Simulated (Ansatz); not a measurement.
The cell is built on a prototype and need not be the phase stable at ambient conditions.

By PBEsol, the system below comes out a metal.

```yaml
crystal:
  lattice:
    - [3.83234, 0.00000, 0.00000]
    - [0.00000, 3.83234, 0.00000]
    - [1.91617, -1.91617, 3.78337]
  atoms:
    - { symbol: Rh, position: [0.50000, 0.50000, 0.00000] }
    - { symbol: Rh, position: [0.25000, 0.25000, 0.50000] }
    - { symbol: Rh, position: [0.75000, 0.75000, 0.50000] }
    - { symbol: Ti, position: [0.00000, 0.00000, 0.00000] }
```

Space group of this cell: I4/mmm. The cell was relaxed by PBE-D3(BJ); by PBEsol its mean pressure is -1.4 GPa.

The current flows along the normal of the first two printed cell vectors. No spin-orbit coupling; the value is a mean over 0.1 eV about the Fermi level.

**Question.** Predict the ballistic conductance per area from PBEsol (Ansatz, a quantum-chemistry and plane-wave program).

**Answer.** 0.87 × 10¹⁵ S/m² for both spins.
